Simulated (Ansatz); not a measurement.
Base system: InAgTe₂ in the chalcopyrite structure (space group I-42d, No. 122; a = 6.4319 Å, c = 12.7658 Å). Axes: x, y, z lie along a, b, c of the conventional cell.

One thing is altered: uniaxial strain ε_xx = −3.00 %, all other strain components held at zero, atoms relaxed at fixed cell.

The values are results of plane-wave PAW DFT at the PBEsol level (Ansatz, a quantum-chemistry and plane-wave program, 420 eV), no SOC, not measurements.

Give the band edges at the high-symmetry points of the new zone, measured from its valence-band maximum.


```
point  valence edge (eV)  conduction edge (eV)
-----  -----------------  --------------------
Γ                   0.00                  0.14
X                  -1.01                  1.44
F₂                 -0.70                  1.55
Σ₀                 -0.70                  1.55
Y₀                 -0.76                  1.64
U₀                 -0.76                  1.64
R                  -0.69                  1.80
W                  -0.81                  1.27
S                  -0.74                  1.82
T                  -0.56                  0.87
```

The gap is 0.14 eV, direct at Γ.

Spin-orbit coupling, missing from the scalar runs, can matter with Te. No phonon test of stability was made. A zero or small gap of InAgTe2 can be the functional's error rather than a property of the material. Labels are those of the standard path for the cell's own space group.
